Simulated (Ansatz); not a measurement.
## InP with two functionals, P → As

The reference is InP in the zinc blende structure (space group F-43m, No. 216; a = 5.960 Å).

(Cell as relaxed with PBE.)

Levels (all Ansatz, a program for electronic structure, PAW): PBE (420 eV, scalar-relativistic without spin-orbit coupling); PBEsol (420 eV, spin-orbit coupling left out).

Each level relaxes its own structure.

| base | PBE | PBEsol |
|---|---|---|
| volume per atom | 26.46 Å³ | 25.39 Å³ |
| lattice parameter a | 5.960 Å | 5.878 Å |
| band gap | 0.44 eV | 0.57 eV |

Now apply this change: every P is replaced by As, then cell and atoms are relaxed.

| quantity | PBE | PBEsol |
|---|---|---|
| lattice parameter a | 6.186 Å | 6.087 Å |
| band gap | zero | zero |

PBE's lattice parameter a lies 0.099 Å above PBEsol's (1.6 %); the two agree on the band gap. Neither level is exact; PBEsol is the comparison here, not a measurement.

Stability against distortions was not tested. The final runs are not spin-polarised. A zero or small gap of InAs can be the functional's error rather than a property of the material.
